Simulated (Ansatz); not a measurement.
# ScF3: holes 5.0×10^21 cm⁻³

The reference is ScF₃ in the ReO3 type structure (space group Pm-3m, No. 221; a = 4.020 Å).

Modification: 0.325 holes added to each cell, a density of 5.0×10^21 cm⁻³, with a uniform compensating background at fixed cell and a 300 K Fermi–Dirac width.

Calculations: DFT with PBEsol, PAW potentials and a 420 eV plane-wave cutoff in Ansatz (a program for electronic structure), no spin-orbit coupling. Settings: 15×15×15 k-points, 0.0259 eV Fermi–Dirac smearing.

| quantity | base | changed | shift |
|---|---|---|---|
| gap between the host's bands | 6.26 eV | 6.54 eV | +0.275 eV |
| gap character | indirect, R → Γ | indirect, R → Γ | – |
| Fermi level relative to the doped band's edge (positive inside the band; to 0.05 eV) | – | +0.05 eV | – |

Final structure:

```
CELL_PARAMETERS angstrom
      4.02048     0.00000     0.00000
      0.00000     4.02048     0.00000
      0.00000     0.00000     4.02048
ATOMIC_POSITIONS crystal
  Sc 0.00000 0.00000 0.00000
  F  0.00000 0.00000 0.50000
  F  0.50000 0.00000 0.00000
  F  0.00000 0.50000 0.00000
```
Cell charge +0.32494.

Charged cell with a jellium background: band edges are those of the host's band count, energies are not comparable with the neutral cell, and many-body gap narrowing is missing. Stability against distortions was not tested. The base started in R32 and relaxed to Pm-3m at this level. The final runs are not spin-polarised.
